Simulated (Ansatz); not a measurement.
Consider Hf in the hcp (Mg type) structure (space group P6_3/mmc, No. 194; relaxed with 0.1 eV smearing).

```xyz
2
Lattice="3.1983 0.0000 0.0000 -1.5991 2.7698 0.0000 0.0000 0.0000 5.0488" Properties=species:S:1:pos:R:3 pbc="T T T"
Hf     1.5991     0.9233     3.7866
Hf     0.0000     1.8465     1.2622
```

Cartesian axes are those of the cell as printed.

Method: DFT with r2SCAN, PAW potentials and a 500 eV plane-wave cutoff in Ansatz (a quantum-chemistry and plane-wave program), without spin-orbit coupling.

Perturbation: uniaxial strain ε_xx = +1.50 %, all other strain components held at zero; the atoms relax in the strained cell.

Task: Estimate the effect on the stress.

Result: The stress (xx, yy, zz, yz, xz, xy; compression positive) is (-2.7, -1.1, -1.0, 0.0, 0.0, 0.0) GPa.

Task: Predict the new largest internal atomic displacement.

Result: The largest internal atomic displacement amounts to 0.011 Å.

Task: Estimate the effect on the energy relative to the base.

Result: The energy increases by 2.8 meV/atom.

Stability against distortions was not tested. All final runs are without spin polarisation.
